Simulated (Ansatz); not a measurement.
SiO2 (Imma, No. 74, 12 atoms in the cell; start mp-600000; a measured phase of this formula has another space group), treated with LDA in Ansatz (PAW).

Run with plane-wave cutoff 520 eV, 8×8×8 k mesh, Fermi–Dirac smearing 0.01 eV, scalar-relativistic PAW data made under PBE.

Cell (relaxed at this level):

O2Si has the orthorhombic space group Imma (No. 74), Pearson symbol oI24. Conventional cell: a = 5.2308 Å, b = 9.4368 Å, c = 8.8872 Å, α = 90.00°, β = 90.00°, γ = 90.00°. Si on 8h is coordinated by 4 O at 1.593–1.606 Å (tetrahedral). O1 on 4e is coordinated by 2 Si at 1.606 Å (bent). O2 on 8g is coordinated by 2 Si at 1.605 Å (bent). O3 on 4a is coordinated by 2 Si at 1.593 Å (linear). (Neighbours: up to the widest gap in distance over summed covalent radii, below 1.35, at either atom.)
(The calculation used a cell of 12 atoms; values per cell refer to that cell.)

Q: Predict the band gap.

A: 
band gap: 5.43 eV (on the SCF k mesh)

Note: the relaxation could not lower the start's symmetry, so the cell can be a saddle point above a distorted one.

Static lattice: no zero-point or thermal effects.

Computing time: about 9 core-minutes (a rough figure).

A start named mp-… is a Materials Project structure, which need not be a measured phase.

Ansatz is a program for electronic structure.
